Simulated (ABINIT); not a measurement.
Pressure against volume in fluorite-structure AuAl2 (space group 225) (ABINIT, LDA)

```
CELL_PARAMETERS angstrom
      0.00000     2.88332     2.88332
      2.88332     0.00000     2.88332
      2.88332     2.88332     0.00000
ATOMIC_POSITIONS crystal
  Al 0.25000 0.25000 0.25000
  Al 0.75000 0.75000 0.75000
  Au 0.00000 0.00000 0.00000
```

Method of the run: LDA (PW92), norm-conserving pseudopotentials (PseudoDojo nc-sr-04 LDA standard) (plane waves; ABINIT). Settings: pseudos = [Al.upf, Au.upf]; ecut = 1333 eV; occopt = 3; tsmear = 0.05 eV; ngkpt = 17 17 17; nshiftk = 1; shiftk = 0 0 0; potentials = PseudoDojo nc-sr-04 LDA standard; nband = 18; kptopt = 1; nstep = 60; tolvrs = 1e-11. The cell above is the first row's. The rows scale it uniformly. In all rows fractional positions and the k mesh are held.

```
V (Å^3/atom)  P (GPa)
------------  -------
15.9804         14.20
16.3278         10.42
16.6752          7.05
17.0226          4.02
17.3700          1.32
17.7174         -1.09
18.0648         -3.24
18.4122         -5.16
18.7596             ?
```

Task: Using a cubic, estimate the missing P at V = 18.7596 from the other rows, showing the fit.

Result: With u = V - 17.2, the rows have u = -1.2196, -0.8722, -0.5248, -0.1774, 0.1700, 0.5174, 0.8648, 1.2122. Least squares gives P = 2.603 - 7.7606·u + 1.2750·u² - 0.1289·u³. Residuals (row less fit): 0.002, -0.007, 0.004, -0.001, 0.000, -0.001, -0.002, 0.000; standard error 0.005 (degrees of freedom: 4). The fitted pressure is zero at V0 = 17.56, where dP/dV = -6.903, so B0 = -V0·dP/dV = 121 GPa. At the withheld row, u = 1.5596, so P = 2.603 - 7.7606 × 1.5596 + 1.2750 × 1.5596² - 0.1289 × 1.5596³ = -6.888 GPa. The calculation gives -6.86 GPa, 0.028 GPa above the prediction (0.1 % of the range of P in the table). The row lies outside the fitted rows, so this is an extrapolation. From the scatter of the fitted rows alone, a prediction at this place has a standard error of 0.012 GPa, so the miss is 2.3 times that.

Carrying the step between the two nearest rows on in a straight line would have given -7.08, off by 0.22; series whose last step already gives the withheld value aren't shown. The scan was laid around a cell of about the measured size, scaled by a guess for this functional. The runs keep the symmetry of the cell, so they don't test it for distortions. Spin-orbit coupling is off. Cutoffs and mesh are single choices, not tested for convergence of this quantity. Series with a scatter that would blur these digits, or in which a gap closes, are not shown.
